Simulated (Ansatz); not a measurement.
**Te_Si in silicon**

Level of theory: PBE, PAW (plane waves to 420 eV; Ansatz, a program for electronic structure). A 2×2×2 supercell of 64 sites was used; the energies come from a 2×2×2 shifted sampling of its zone. Site at the start: the Si site. Energies of charged states are corrected for periodic images (point charge plus alignment at distant sites). Dielectric constants: PBE linear response of the host. Host gap at this level: 0.61 eV. Finite-size and sampling errors can reach tenths of an eV here. Levels are measured in PBE's own, too narrow, gap. Spin–orbit coupling is left out, which matters for these heavy elements. Each state is the lowest found from its start.

Formation energies E_f are given with the Fermi level at the valence-band maximum. Chemical conditions: host crystal and elements as references (Δμ(Si) = 0.00 eV, Δμ(Te) = 0.00 eV; Te taken from its element, since no compound that bounds it was computed at this level; only phases computed here count, gases as isolated molecules at 0 K). Reference phases: Si: silicon, Te: trigonal Te.

```csv
charge,moment (μB),point group,largest move off a lattice site (Å),image correction with alignment (eV),"E_f, host crystal and elements as references (eV)"
+2,not spin-polarised,Td,0.27,0.89,1.19
+1†,1.0,–,0.29,0.33,–
0†,not spin-polarised,–,0.32,0.00,1.85
−1*,fractional,–,0.32,–,–
```

* At this level the carrier isn't localised at the defect: at charge −1 electrons occupy the conduction band. Such a state is shallow or no state of the defect, and this cell gives it no level.

† Not settled in this cell, so no level is given: charge +1: carriers not clearly localised; charge 0: carriers not clearly localised.

Point groups are those of the whole cell at tolerances of 0.03 and 0.1 Å ("near" where only the looser one holds); none is given for unsettled states.

All states together cost around 80 core-minutes (rough).
